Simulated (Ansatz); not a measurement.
The reference is MgB2 (space group P6/mmm, No. 191; a = 3.074 Å, c = 3.528 Å).

All numbers come from PBE, PAW, 420 eV (Ansatz, an electronic-structure program; no SOC).

One change was made to it. Results:

```tsv
quantity	base	after
volume per atom	9.62 Å³	9.49 Å³
c/a ratio	1.147	1.144
```

Task: Which of these changes matches the shifts?
A. pressure 4.5 GPa
B. pressure 2.1 GPa
C. pressure 30 GPa
D. pressure 22.5 GPa

Result: B, pressure 2.1 GPa. For comparison, the volume per atom in the other runs: pressure 22.5 GPa gives 8.49 Å³; pressure 4.5 GPa gives 9.34 Å³; pressure 30 GPa gives 8.22 Å³.

Load acts through the strain it causes; cell and atoms are relaxed under it. Stability against distortions was not tested. Competing high-pressure phases were not computed. The final runs are not spin-polarised.
